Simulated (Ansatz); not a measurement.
## Element substitutions in Zr

The parent structure is Zr (space group P6/mmm, No. 191; a = 4.973 Å, c = 3.111 Å; a cell from a computed database, its experimental status unchecked).

Each row replaces one element on all its sites; cell and atoms are relaxed.

Method: plane-wave PAW DFT at the PBEsol level (Ansatz, a program for electronic structure, 420 eV), without spin-orbit coupling.

| change | density | shortest interatomic distance |
|---|---|---|
| base | 6.82 g/cm³ | 2.871 Å |
| Zr → Nb | 8.65 g/cm³ | 2.650 Å |
| Zr → Mo | 10.20 g/cm³ | 2.533 Å |
| Zr → Hf | [?] | [?] |

Question: What belongs in the blanks?

Answer: 
- Zr → Hf, density: 13.86 g/cm³
- Zr → Hf, shortest interatomic distance: 2.840 Å

No phonon test of stability was made. As relaxed here, Nb and Mo are hypothetical phases, not in the database extracts checked. For Hf in this form, whether it has been made was not checked. The base started in Ibam and relaxed to P6/mmm at this level. The final runs are not spin-polarised. This is not the structure that Zr has at room temperature and ambient pressure. This is not the structure that Hf has at room temperature and ambient pressure.
